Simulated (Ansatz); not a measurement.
BAs under load (space group I-4m2), r2SCAN with spin-orbit coupling, rigid bands in Ansatz (a first-principles code). Condition of this run: uniaxial stress along [001] of -3.2 GPa (compression positive) (the target of the relaxation). Band gap 1.18 eV, N_c = 2.25e19 cm⁻³ and N_v = 4.35e18 cm⁻³ at 300 K, conductivity masses along y (a = (0.00, 2.38, 2.41) Å; b = (2.38, 0.00, 2.41) Å; c = (2.38, 2.38, 0.00) Å) of 0.362 mₑ (electrons) and 0.327 mₑ (holes). Take k_BT = 0.02585 eV.

Question: What built-in voltage has an abrupt junction with N_A = 1e17 and N_D = 1e17 cm⁻³, all dopants ionised?

Answer: V_bi = E_g/e − (k_BT/e) ln(N_c N_v/(N_A N_D)) = 1.18 − 0.02585 × 9.19 = 0.94 V, for the computed gap.

Question: What thermal injection velocity √(2k_BT/πm) limits a ballistic channel along the direction named?

Answer: 8.94e6 cm/s for electrons and 9.41e6 cm/s for holes, a ratio of √(m_h/m_e) = 0.950, for dilute carriers.

Question: Find the intrinsic carrier density and the intrinsic Fermi level.

Answer: n_i = √(N_c N_v) exp(−E_g/2k_BT) = 9.89e18 × exp(−22.82) = 1.2e9 cm⁻³. The level lies (k_BT/2) ln(N_v/N_c) = -21 meV from mid-gap (positive towards the conduction band). Each 0.1 eV added to the gap lowers n_i by a factor of 6.9.

Rigid bands with the computed gap; masses take one relaxation time for all states. Geometry: cell and atoms relaxed with PBEsol.
